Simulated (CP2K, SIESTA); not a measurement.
A CP2K input for a self-consistent single point of CdAg (R-3m, 2 atoms in the cell) (DFT LDA (Pade form), GPW, DZVP-MOLOPT-SR-GTH basis, GTH-PADE potentials (GTH_POTENTIALS)):

```
&GLOBAL
  PROJECT calc
  RUN_TYPE ENERGY_FORCE
  PRINT_LEVEL MEDIUM
&END GLOBAL
&FORCE_EVAL
  METHOD Quickstep
  STRESS_TENSOR ANALYTICAL
  &DFT
    BASIS_SET_FILE_NAME BASIS_MOLOPT
    POTENTIAL_FILE_NAME GTH_POTENTIALS
    &QS
      METHOD GPW
      EPS_DEFAULT 1E-10
    &END QS
    &MGRID
      CUTOFF 500
      REL_CUTOFF 60
      NGRIDS 5
    &END MGRID
    &SCF
      SCF_GUESS ATOMIC
      EPS_SCF 1E-6
      MAX_SCF 100
      ADDED_MOS 5
      &DIAGONALIZATION
        ALGORITHM STANDARD
      &END DIAGONALIZATION
      &MIXING
        METHOD BROYDEN_MIXING
        ALPHA 0.3
        NBUFFER 12
        BETA 1
      &END MIXING
      &SMEAR ON
        METHOD FERMI_DIRAC
        ELECTRONIC_TEMPERATURE [K] 580.23
      &END SMEAR
    &END SCF
    &KPOINTS
      SCHEME MONKHORST-PACK 10 10 10
      GAMMA_CENTERED T
    &END KPOINTS
    &XC
      &XC_FUNCTIONAL PADE
      &END XC_FUNCTIONAL
    &END XC
    &PRINT
      &MO
        EIGENVALUES T
        OCCUPATION_NUMBERS T
        NDIGITS 8
        FILENAME mo
        &EACH
          QS_SCF 0
        &END EACH
        ADD_LAST NUMERIC
      &END MO
      &MULLIKEN ON
      &END MULLIKEN
    &END PRINT
  &END DFT
  &SUBSYS
    &CELL
      A 4.97138100 0.00000000 0.00000000
      B 4.09605900 2.81725500 0.00000000
      C 4.09605900 1.27264600 2.51342400
      PERIODIC XYZ
    &END CELL
    &COORD
      SCALED
      Cd       0.50000000     0.50000000     0.50000000
      Ag       0.00000000     0.00000000     0.00000000
    &END COORD
    &KIND Cd
      BASIS_SET DZVP-MOLOPT-SR-GTH
      POTENTIAL GTH-PADE-q12
    &END KIND
    &KIND Ag
      BASIS_SET DZVP-MOLOPT-SR-GTH
      POTENTIAL GTH-PADE-q11
    &END KIND
  &END SUBSYS
  &PRINT
    &FORCES ON
    &END FORCES
    &STRESS_TENSOR ON
    &END STRESS_TENSOR
  &END PRINT
&END FORCE_EVAL
```

Question: Translate this input to SIESTA.

Answer: One input that does it (others would too):

```
# files in the folder: Cd.psml Ag.psml (PseudoDojo LDA standard)
SystemName  CdAg
SystemLabel siesta

NumberOfAtoms                2
NumberOfSpecies              2
%block ChemicalSpeciesLabel
  1 48 Cd
  2 47 Ag
%endblock ChemicalSpeciesLabel
LatticeConstant              1.0 Ang
%block LatticeVectors
     1.475052000    0.851622000    4.670502000
    -1.475052000    0.851622000    4.670502000
     0.000000000   -1.703244000    4.670502000
%endblock LatticeVectors
AtomicCoordinatesFormat      Ang
%block AtomicCoordinatesAndAtomicSpecies
     0.000000000    0.000000000    7.005753000  1
     0.000000000    0.000000000    0.000000000  2
%endblock AtomicCoordinatesAndAtomicSpecies

XC.functional                LDA
XC.authors                   PW92
PAO.BasisSize                DZP
PAO.EnergyShift              0.01 Ry
MeshCutoff                   300 Ry
%block kgrid.MonkhorstPack
   10   0   0  0.0
    0  10   0  0.0
    0   0  10  0.0
%endblock kgrid.MonkhorstPack
OccupationFunction           FD
ElectronicTemperature        50.0 meV

MaxSCFIterations             150
SCF.Mixer.Method             Broyden
SCF.Mixer.Weight             0.25
SCF.Mixer.History            8
SCF.DM.Tolerance             1.0E-04
Diag.ParallelOverK           true
WriteForces                  true
```

Basis settings and potentials, where a program has them, do not carry over. This input uses DFT, LDA PW92, numerical atomic orbitals DZP, PseudoDojo LDA standard norm-conserving potentials (rewritten from UPF to PSML). LDA parametrisations can differ slightly between programs. Both were run: pressure 1.37 GPa in CP2K and -2.93 in SIESTA.

On SIESTA: the starting cell comes from a database of computed structures (which also holds hypothetical and non-ambient phases and stackings), without a prior relaxation at this level. Its lattice was rescaled by a random factor within 2.5 % of one. Values carry the incompleteness of an atom-centred basis.

On CP2K: the starting cell comes from a database of computed structures (which also holds hypothetical and non-ambient phases and stackings), without a prior relaxation at this level. Its lattice was rescaled by a random factor within 2.5 % of one. Values carry the incompleteness of an atom-centred basis.
